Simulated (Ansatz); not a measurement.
Reference: AlN (P6_3mc), r2SCAN with spin-orbit coupling, rigid bands (plane waves, PAW; Ansatz, a program for electronic structure); axes and stresses refer to this cell.

```xyz
4
Lattice="3.1138 0.0000 0.0000 -1.5569 2.6966 0.0000 0.0000 0.0000 4.9837" Properties=species:S:1:pos:R:3 pbc="T T T"
Al     0.0000     1.7977    -0.0174
Al     1.5569     0.8989     2.4745
N      0.0000     1.7977     1.8863
N      1.5569     0.8989     4.3781
```

The Seebeck coefficient, n-type 1e19 cm⁻³ is -159 μV/K and the hole mass along x comes out as 3.7 mₑ. The Seebeck coefficient, p-type 1e19 cm⁻³ is 371 μV/K.

Q: After one change the values are Seebeck coefficient, n-type 1e19 cm⁻³ -295 μV/K; hole mass along x 3.5 mₑ; Seebeck coefficient, p-type 1e19 cm⁻³ 362 μV/K. What was changed between the two runs?
A) hydrostatic pressure of 18 GPa (compression positive)
B) hydrostatic pressure of -4.5 GPa (compression positive)
C) hydrostatic pressure of -13.5 GPa (compression positive)
D) hydrostatic pressure of 27 GPa (compression positive)

A: D, hydrostatic pressure of 27 GPa (compression positive)

Masses are for dilute carriers at 300 K, harmonic means over directions unless an axis is named. Seebeck coefficients are for the stated density at 300 K, with one relaxation time for all states and whether or not that doping can be reached. Stresses and pressures are the targets of the relaxation.  The structure type is held under load, also where the real crystal would transform.
